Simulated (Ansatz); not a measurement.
Candidates (primitive cells; geometry: relaxed with this functional, without spin-orbit coupling):
A. Ir (Fm-3m), a = b = c = 2.708 Å, α = β = γ = 60.00°
B. Pt (Fm-3m), a = b = c = 2.7699 Å, α = β = γ = 60.00°
C. Pb (Fm-3m), a = b = c = 3.4946 Å, α = β = γ = 60.00°
D. Au (Fm-3m), a = b = c = 2.887 Å, α = β = γ = 60.00°
E. Ag (Fm-3m), a = b = c = 2.8661 Å, α = β = γ = 60.00°

Q: Rank these by resistivity at 300 K (lowest first), as PBEsol, DFPT electron-phonon coupling, linearised Boltzmann equation (Ansatz, a program for electronic structure) gives it.

A: E (1.64 μΩ·cm), D (2.4 μΩ·cm), A (4.4 μΩ·cm), B (7.5 μΩ·cm), C (11.5 μΩ·cm)

Metals; harmonic phonons alone scatter; means over directions. Halving the electron mesh moves these values by up to 3 %; q meshes are mostly untested. Some of the runs warned that the eigensolver left states short of its tolerance. Spin-orbit coupling is left out.

The missing spin-orbit coupling matters most for Au (Fm-3m), Ir (Fm-3m), Pb (Fm-3m), Pt (Fm-3m).
